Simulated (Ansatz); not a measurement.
System: Sb2Se3 (model structure, started from the A-La2O3 type, P-3m1, No. 164, 5 atoms in the cell). Method: PBEsol in Ansatz (PAW).

Input:

Ansatz 0.2 input:
```yaml
crystal:
  lattice:
    - [4.003366131, -0.0000002546, 0.0]
    - [-2.001682845, 3.4670168973, 0.0]
    - [0.0, 0.0, 9.7831178797]
  atoms:
    - { symbol: Sb, position: [0.3333333333, 0.6666666667, 0.190533838] }
    - { symbol: Sb, position: [0.6666666667, 0.3333333333, 0.809466162] }
    - { symbol: Se, position: [0.0, 0.0, 0.0] }
    - { symbol: Se, position: [0.3333333333, 0.6666666667, 0.6505589662] }
    - { symbol: Se, position: [0.6666666667, 0.3333333333, 0.3494410338] }
basis:
  ecutwfc: 520
  ecutrho_ratio: 4
  xc_grid: 2
kpoints:
  mp_grid: { grid: [18, 18, 6] }
hamiltonian:
  xc: pbesol
  dispersion: none
  pseudopotentials: { kind: paw }
scf:
  occupations: { method: fermi_dirac, width: 0.05 }
  convergence: { dr2_threshold: 0.0000000005 }
output:
  forces: true
  stress: true
  eigenvalues: true
```

The run printed, among other lines:

```
Crystal: 5 atoms, lattice volume = 135.787 Å³
Basis set: ecut = 520 eV, 3703 PW (Γ), exchange–correlation on 60×60×150 points (8 copies of the dense FFT grid, shifted against one another)
Bands: 47, of which v1, the nominal top of the filled ones, is band 39 counted from 1 (38 counted from 0)
Symmetry: 12 space group operations
Space group: P-3m1 (ITA 164), of the structure as read, at distance tolerance 5.1e-5 Å
k-points: 202 of 1944
Functional: x = pbesol(κ = 0.804, μ = 0.12345679012345678), c = pbesol(β = 0.046)
SCF iter   1: F=—  HF=-29090.070797 eV  |F-HF|=—  |Δ(HF+E_count)|=         —  Δρ=3.50e-3  dr2=6.91e-2
SCF iter   2: F=—  HF=-29090.059506 eV  |F-HF|=—  |Δ(HF+E_count)|=   1.13e-2  Δρ=1.75e-3  dr2=9.38e-3
  ...
SCF iter   9: F=—  HF=-29090.058260 eV  |F-HF|=—  |Δ(HF+E_count)|=   5.73e-9  Δρ=9.45e-7  dr2=1.46e-9
SCF iter  10: F=-29090.058260 eV  HF=-29090.058260 eV  |F-HF|=3.71e-10  |Δ(HF+E_count)|=   1.46e-9  Δρ=3.30e-7  dr2=2.86e-10
SCF 1 converged in 10 iterations: F = -29090.058260 eV  dr2 = 2.86e-10
SCF converged after 10 iterations
Free energy (F): -29090.058260 eV
Internal energy: -29090.058008 eV  (E = F + TS)
E sigma→0 (E₀):  -29090.058134 eV
Fermi energy:    8.889574 eV
--- Forces (eV/Å), atoms counted from 1 ---
  atom   1  Sb     0.00000000     0.00000000     0.00003949
  atom   2  Sb    -0.00000000    -0.00000000    -0.00003949
  atom   3  Se     0.00000000    -0.00000000     0.00000000
  atom   4  Se     0.00000000     0.00000000     0.00014977
  atom   5  Se    -0.00000000    -0.00000000    -0.00014977
--- Stress (GPa, compression-positive) ---
       -0.000356       0.000000       0.000000
        0.000000      -0.000356       0.000000
        0.000000       0.000000       0.001472
  P = ⅓ Tr σ = 0.0003 GPa (0.003 kbar)
```

The PAW data were made under PBE.

Note: the relaxation could raise the start's symmetry but not lower it, so the cell can be a saddle point.

A model structure was made by putting elements into a prototype or built by hand; it is no filed structure, need not be a known phase, and can be a saddle point held by its symmetry.

Ansatz is a first-principles code.
